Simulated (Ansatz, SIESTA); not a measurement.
One structure in several programs: Ba₂CuSeO₂ (P4/mmm, 6 atoms in the cell)

Relaxation of cell and atoms.

```
Ba2CuSeO2
1.0
    4.05273     0.00000     0.00000
    0.00000     4.05273     0.00000
    0.00000     0.00000     7.56178
Ba Cu Se O
2 1 1 2
Cartesian
  2.02637   2.02637   5.66188
  2.02637   2.02637   1.89990
  0.00000   0.00000   3.78089
  0.00000   0.00000   0.00000
  0.00000   2.02637   3.78089
  2.02637   0.00000   3.78089
```

Shared settings, as Ansatz (an electronic-structure program) writes them: kpoints.mp_grid.grid = 6 6 3; scf.occupations.method = fermi_dirac; scf.occupations.width = 0.02 eV. Potentials and cutoffs stand in the table.

| code | model | final volume (Å³/atom) | cutoff |
|---|---|---|---|
| Ansatz | LDA (PW92), PAW files made with PBE | 18.79 | 420 eV |
| SIESTA | LDA PW92, numerical atomic orbitals DZP, PseudoDojo LDA standard norm-conserving potentials (rewritten from UPF to PSML) | 19.13 | grid 300 Ry |

On Ansatz's run: spin polarisation is off; with an odd number of electrons in the cell that forces a metal, and a magnetic state may lie lower.

The spread over the programs that give each value: final volume within 0.34 Å³/atom.

SIESTA uses small atom-centred bases, whose incompleteness enters pressures, forces and empty levels differently from a plane-wave cutoff. The programs treat the finite-basis stress differently while the cell relaxes: Ansatz adds an estimate of it.

The starting cell comes from a database of computed structures (which also holds hypothetical and non-ambient phases and stackings), without a prior relaxation at this level.

Keys are those of Ansatz 0.2.
